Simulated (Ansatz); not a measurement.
The parent structure is PtSe2 in the CdI2 type structure (space group P-3m1, No. 164; a = 3.7352 Å, c = 5.2073 Å; layered, stacked along the Cartesian z axis; relaxed with 0.1 eV smearing).

Level of theory: Ansatz (a quantum-chemistry and plane-wave program) r2SCAN+rVV10, no SOC.

Base values:

| Quantity | Value |
|---|---|
| Pressure | 0.0 GPa |

It is then changed as follows: an isotropic linear strain of −2.04 %, atoms relaxed at fixed cell.

Estimate the effect on the largest internal atomic displacement and pressure.

The largest internal atomic displacement comes out as 0.057 Å; the pressure (mean of the normal stresses, compression positive) goes from zero to 5.0 GPa.

Stability against distortions was not tested. All final runs are without spin polarisation.
